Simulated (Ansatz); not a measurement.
These are PBE (plane waves to 420 eV, PAW; Ansatz, an electronic-structure program) values and carry that method's errors.

Host crystal: monoclinic HfO2, with a band gap (PBE, scalar-relativistic without spin-orbit coupling).

Plane-averaged electrostatic potential energy along the normal, in eV from the highest filled level, for H2O on the 1x1 (100) surface of monoclinic HfO2 (cut with top plane 2 O), one in a 1x1 cell, started at the site 'hollow O-O-O over O at depth 6.8 Å':

(z (Å), V (eV)): (5.34, 7.23); (5.64, 7.23); (5.94, 7.23); (6.23, 7.23); (6.53, 7.23); (6.83, 7.23); (7.13, 7.22); (7.42, 7.22); (7.72, 7.20); (8.02, 7.15); (8.31, 7.03); (8.61, 6.68); (8.91, 5.65); (9.20, 2.46); (9.50, -0.76); (9.80, -3.00); (10.09, -4.55); (10.39, -5.42); (10.69, -6.25); (10.98, -7.53); (11.28, -6.85); (11.58, -5.70); (11.88, -5.70); (12.17, -6.86); (12.47, -7.73); (12.77, -6.58); (13.06, -5.75); (13.36, -4.68); (13.66, -3.14); (13.95, -1.76); (14.25, -1.74); (14.55, -1.78); (14.84, -3.18); (15.14, -4.70); (15.44, -5.72); (15.73, -6.36); (16.03, -7.14); (16.33, -6.52); (16.63, -5.99); (16.92, -6.05); (17.22, -6.29); (17.52, -6.79); (17.81, -6.13); (18.11, -5.66); (18.41, -4.57); (18.70, -3.60); (19.00, -2.17); (19.30, -0.85); (19.59, 1.89); (19.89, 4.12); (20.19, 5.29); (20.48, 5.41); (20.78, 5.81); (21.08, 6.08); (21.38, 6.15); (21.67, 6.17); (21.97, 6.18); (22.27, 6.18); (22.56, 6.18); (22.86, 6.19); (23.16, 6.19); (23.45, 6.19); (23.75, 6.19); (24.05, 6.19); (24.34, 6.19); (24.64, 6.19); (24.94, 6.19)

Model: 27-atom slab, 9.3 Å thick at the start under the adsorbate (thin: gaps and levels are the slab's own), 4x4x1 mesh, Fermi-Dirac 0.01 eV, dipole correction, 12 atoms held, the rest relaxed; no symmetry held; no spin, no spin-orbit, no U, no dispersion correction. At the end it is bonded to Hf + O. In PBE it is, or lies within 0.03 eV of, the lowest of the starts that converged.

Q: The surface cell has an area of 27.90 Å². What dipole along the normal does the step between the two vacuum levels imply?

A: the top vacuum level lies 1.04 eV below the bottom one; p = −ε₀ A ΔV (ε₀ = 0.005526 e/(V·Å)) gives 0.16 e·Å a cell.
